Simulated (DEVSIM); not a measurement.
Device: abrupt Si n-p junction, at 400 K.

Layer 1 from the left is Si, thickness (μm) 82.0, Nd (cm⁻³) 1.7e19, τn (s) 9.8e-7, τp (s) 9.8e-7. Layer 2 from the left is Si, thickness (μm) 150, Na (cm⁻³) 3.7e17, τn (s) 9.8e-7, τp (s) 9.8e-7.

Left contact: ohmic. Right contact: ohmic. Voltage is applied to the left contact. Recombination: SRH at mid-gap, Auger. Mobility is constant in doping.

The device is made up for the run: typed textbook-type constants, with dimensions and the other settings drawn at random. Values at 300 K; Nc and Nv go as T^1.5, mobilities as T to minus their exponent, the gap by Varshni's rule with the affinity fixed.

Si: gap (eV) 1.124, affinity (eV) 4.05, permittivity 11.7, Nc (cm⁻³) 2.86e19, Nv (cm⁻³) 3.1e19, μn (cm²/Vs) 1417, μp (cm²/Vs) 470, T exponent of μn 2.3, T exponent of μp 2.2, Cn (cm⁶/s) 2.8e-31, Cp (cm⁶/s) 9.9e-32, Varshni α (eV/K) 0.000473, Varshni β (K) 636.

**Question.** Estimate by hand the built-in potential, the peak field at zero bias, and compare with a numerical solution.

**Answer.** 
- Built-in potential: ni = √(Nc Nv) exp(−Eg/2kT) = 5.68e12 cm⁻³ with Eg = 1.096 eV; Vbi = kT/q ln(Na Nd/ni²) = 0.896 V; numerical 0.896 V.
- Peak field at zero bias: depletion approximation: W = √(2εVbi/(qN)) = 0.0566 μm with N = 3.62e17 cm⁻³; field = 2Vbi/W = 317000 V/cm; numerical 368000 V/cm (estimate below by 14 %).

Model (solved in DEVSIM): 1D drift-diffusion, Boltzmann statistics, complete ionisation; no tunnelling, impact ionisation, image-force lowering or self-heating.
